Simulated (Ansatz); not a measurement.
Input and output of a self-consistent single point for Ti6PtAu (Pm-3, 8 atoms in the cell) (Ansatz, an electronic-structure program).

Method of the run: LDA (PW92), PAW files made with PBE (plane waves; Ansatz).

The change in words: lattice scaled by 0.98. Reference geometry:
```yaml
crystal:
  lattice:
    - [5.05615, 0.00000, 0.00000]
    - [0.00000, 5.05615, 0.00000]
    - [0.00000, 0.00000, 5.05615]
  atoms:
    - { symbol: Ti, position: [0.00000, 0.50000, 0.75355] }
    - { symbol: Ti, position: [0.00000, 0.50000, 0.24645] }
    - { symbol: Ti, position: [0.75355, 0.00000, 0.50000] }
    - { symbol: Ti, position: [0.24645, 0.00000, 0.50000] }
    - { symbol: Ti, position: [0.50000, 0.75355, 0.00000] }
    - { symbol: Ti, position: [0.50000, 0.24645, 0.00000] }
    - { symbol: Pt, position: [0.00000, 0.00000, 0.00000] }
    - { symbol: Au, position: [0.50000, 0.50000, 0.50000] }
```

Reference input (self-consistent single point, DFT, LDA (PW92), plane waves, PAW files made with PBE): basis.ecutwfc = 420 eV; kpoints.mp_grid.grid = 5 5 5; hamiltonian.xc = lda; hamiltonian.pseudopotentials = {kind: paw} (the program's default PAW files); scf.occupations.method = gaussian; scf.occupations.width = 0.136 eV. This run's input differs from it in these lines:

```diff
@@ -2,5 +2,5 @@
   lattice:
-    - [5.05615000, 0.00000000, 0.00000000]
-    - [0.00000000, 5.05615000, 0.00000000]
-    - [0.00000000, 0.00000000, 5.05615000]
+    - [4.95502700, 0.00000000, 0.00000000]
+    - [0.00000000, 4.95502700, 0.00000000]
+    - [0.00000000, 0.00000000, 4.95502700]
   atoms:
```

Log, with long lists cut:

```
SCF iter   1: F=—  HF=-39864.190950 eV  |F-HF|=—  |Δ(HF+E_count)|=         —  Δρ=4.24e-1  dr2=4.69e2  ethr=3.10e-3  ⟨swp⟩=4.0  Hψ=2254  notcnv=0
all-band conjugate gradients solve this SCF's bands
preconditioner: auto → Kerker (q_TF=auto, 2.679 Å⁻¹)
SCF iter   2: F=—  HF=-39822.392422 eV  |F-HF|=—  |Δ(HF+E_count)|=    4.18e1  Δρ=9.53e-2  dr2=2.35e1  ethr=3.10e-3  ⟨swp⟩=4.2  Hψ=1988  notcnv=0  defer=41
   [... lines left out ...]
SCF iter   7: F=—  HF=-39819.171071 eV  |F-HF|=—  |Δ(HF+E_count)|=   1.20e-3  Δρ=6.81e-4  dr2=1.58e-3  ethr=6.77e-6  ⟨swp⟩=2.0  Hψ=825  notcnv=0  defer=44
SCF iter   8: F=—  HF=-39819.170764 eV  |F-HF|=—  |Δ(HF+E_count)|=   3.07e-4  Δρ=1.62e-4  dr2=9.63e-5  ethr=1.45e-6  ⟨swp⟩=2.0  Hψ=933  notcnv=0  defer=44
SCF iter   9: F=—  HF=-39819.170742 eV  |F-HF|=—  |Δ(HF+E_count)|=   2.22e-5  Δρ=1.70e-5  dr2=6.42e-7  ethr=8.84e-8  ⟨swp⟩=2.0  Hψ=944  notcnv=0  defer=44
SCF iter  10: F=-39819.170742 eV  HF=-39819.170742 eV  |F-HF|=2.68e-8  |Δ(HF+E_count)|=   1.20e-7  Δρ=4.43e-6  dr2=3.33e-8  ethr=9.17e-11  ⟨swp⟩=13.4  Hψ=3259  notcnv=0
SCF 1 converged in 10 iterations: F = -39819.170742 eV  dr2 = 3.33e-8
Free energy (F): -39819.170742 eV
Internal energy: -39819.081326 eV  (E = F + TS)
E sigma→0 (E₀):  -39819.126034 eV
Entropy (-TS):   -0.089416 eV (-11.177 meV/atom)
Fermi energy:    16.991124 eV
--- Forces (eV/Å), atoms counted from 1 ---
  atom   1  Ti     0.00000000     0.00000000    -0.00988460
  atom   2  Ti     0.00000000     0.00000000     0.00988460
  atom   3  Ti    -0.00988460     0.00000000     0.00000000
  atom   4  Ti     0.00988460     0.00000000     0.00000000
  atom   5  Ti    -0.00000000    -0.00988460     0.00000000
  atom   6  Ti     0.00000000     0.00988460     0.00000000
  atom   7  Pt    -0.00000000     0.00000000     0.00000000
  atom   8  Au     0.00000000    -0.00000000     0.00000000
--- Stress (GPa, compression-positive) ---
        0.630322      -0.000000       0.000000
       -0.000000       0.630322       0.000000
        0.000000       0.000000       0.630322
  P = ⅓ Tr σ = 0.6303 GPa (6.303 kbar)
  The stress holds the Pulay correction. Without it, at fixed plane waves, as pw.x and ABINIT print it: P = 0.5951 GPa
```

The run converged in 10 iterations. Against the reference run the free energy falls by 25.8 meV/atom, the pressure goes from -8.81 to 0.63 GPa and the largest force goes from 0.003 to 0.010 eV/Å.

The starting cell comes from a database of computed structures (which also holds hypothetical and non-ambient phases and stackings), without a prior relaxation at this level. For this run, on top of that: lattice scaled by 0.98. Spin polarisation is off. Ansatz's pressure includes its estimate of the finite-basis (Pulay) stress.

Keys are those of Ansatz 0.2.
